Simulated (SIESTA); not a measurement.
SIESTA run on In₃Ga (Fm-3m, 4 atoms in the cell): self-consistent single point.

Level of theory: LDA PW92, numerical atomic orbitals TZP, PseudoDojo LDA standard norm-conserving potentials (rewritten from UPF to PSML) in SIESTA 5.4.2.

```
In3Ga
1.0
    0.00000     3.66564     3.66564
    3.66564     0.00000     3.66564
    3.66564     3.66564     0.00000
In Ga
3 1
Direct
  0.25000   0.25000   0.25000
  0.75000   0.75000   0.75000
  0.50000   0.50000   0.50000
  0.00000   0.00000   0.00000
```

Reference input (self-consistent single point, DFT, GGA PBEsol, numerical atomic orbitals TZP, PseudoDojo PBEsol standard norm-conserving potentials (rewritten from UPF to PSML)): XC.functional = GGA; XC.authors = PBEsol; potentials = PseudoDojo PBEsol standard; PAO.BasisSize = TZP; PAO.EnergyShift = 0.01 Ry; MeshCutoff = 400 Ry; kgrid.MonkhorstPack = 10 10 10; OccupationFunction = MP; OccupationMPOrder = 0; ElectronicTemperature = 0.1 eV; MaxSCFIterations = 150; SCF.Mixer.Method = Pulay. This run's input differs from it in these lines:

```diff
@@ -1,2 +1,2 @@
-# files in the folder: In.psml Ga.psml (PseudoDojo PBEsol standard)
+# files in the folder: In.psml Ga.psml (PseudoDojo LDA standard)
 SystemName  In3Ga
@@ -24,4 +24,4 @@
 
-XC.functional                GGA
-XC.authors                   PBEsol
+XC.functional                LDA
+XC.authors                   PW92
 PAO.BasisSize                TZP
```

Output, abridged:

```
        iscf     Eharris(eV)        E_KS(eV)     FreeEng(eV)     dDmax    Ef(eV) dHmax(eV)
   scf:    1    -7479.629555    -7482.059976    -7482.072289  0.737730 -3.612181  3.664185
   scf:    2    -7482.618400    -7482.344104    -7482.356381  0.058759 -3.644237  3.038514
   scf:    3    -7483.422186    -7482.985005    -7482.996209  0.253417 -3.805293  0.877127
   scf:    4    -7482.991282    -7482.992121    -7483.002958  0.051468 -3.848307  0.283509
   scf:    5    -7482.991784    -7482.991952    -7483.002787  0.000342 -3.848556  0.288266
   [... 2 lines left out ...]
   scf:    8    -7482.996952    -7482.996953    -7483.007915  0.001044 -3.840232  0.015655
   scf:    9    -7482.996960    -7482.996959    -7483.007931  0.001212 -3.839528  0.003939
   scf:   10    -7482.996961    -7482.996960    -7483.007931  0.000213 -3.839578  0.000762
   scf:   11    -7482.996960    -7482.996960    -7483.007931  0.000055 -3.839566  0.000045
SCF Convergence by DM+H criterion
max |DM_out - DM_in|         :     0.0000546694
max |H_out - H_in|      (eV) :     0.0000448770
SCF cycle converged after 11 iterations

Using DM_out to compute the final energy and forces

siesta: E_KS(eV) =            -7482.9970

siesta: E_KS - E_eggbox =     -7482.9970

siesta: Atomic forces (eV/Ang):
     1   -0.000000   -0.000000   -0.000000
     2    0.000000    0.000000    0.000000
     3    0.000000   -0.000000   -0.000000
     4    0.000000   -0.000000   -0.000000
   Tot    0.000000   -0.000000   -0.000000
   Max    0.000000
   Res    0.000000    sqrt( Sum f_i^2 / 3N )
   Max    0.000000    constrained

Stress tensor Voigt[x,y,z,yz,xz,xy] (kbar):       29.43       29.43       29.43       -0.00       -0.00       -0.00
(Free)E + p*V (eV/cell)    -7484.8174
   [... lines left out ...]
siesta: FreeEng =     -7483.007931
   [... lines left out ...]
siesta:     0.018368   -0.000000   -0.000000
siesta:    -0.000000    0.018368   -0.000000
siesta:    -0.000000   -0.000000    0.018368

siesta: Cell volume =         98.509798 Ang**3

siesta: Pressure (static):
siesta:                Solid            Molecule  Units
siesta:          -0.00020005         -0.00020005  Ry/Bohr**3
siesta:          -0.01836798         -0.01836798  eV/Ang**3
siesta:         -29.42874736        -29.42874736  kBar
```

The run converged in 11 iterations. Against the reference run the pressure goes from -1.42 to -2.94 GPa.

The starting cell comes from a database of computed structures (which also holds hypothetical and non-ambient phases and stackings), without a prior relaxation at this level. Values carry the incompleteness of an atom-centred basis.

Cost on one core of a shared machine: roughly 3 min.
